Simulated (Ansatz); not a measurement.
Response to strain in SiO2

Consider SiO2 (space group P3_221, No. 154; a = 4.866 Å, c = 5.365 Å).

Strains are applied to the cell and any free atomic positions relax.

Calculations: LDA, PAW, 420 eV (Ansatz, a quantum-chemistry and plane-wave program; scalar-relativistic without spin-orbit coupling).

Notes on the quantities. pressure: mean of the normal stresses, compression positive.

| variant | width of the top valence band | shortest interatomic distance | pressure |
|---|---|---|---|
| base | 0.58 eV | 1.608 Å | 0.00 GPa |
| isotropic strain −3.00 % | 0.52 eV | 1.603 Å | 4.34 GPa |
| isotropic strain −2.25 % | 0.54 eV | 1.605 Å | 3.00 GPa |
| isotropic strain −1.50 % | 0.55 eV | 1.606 Å | 1.83 GPa |

The levels and masses belong to the bands next to the band gap. No phonon test of stability was made.
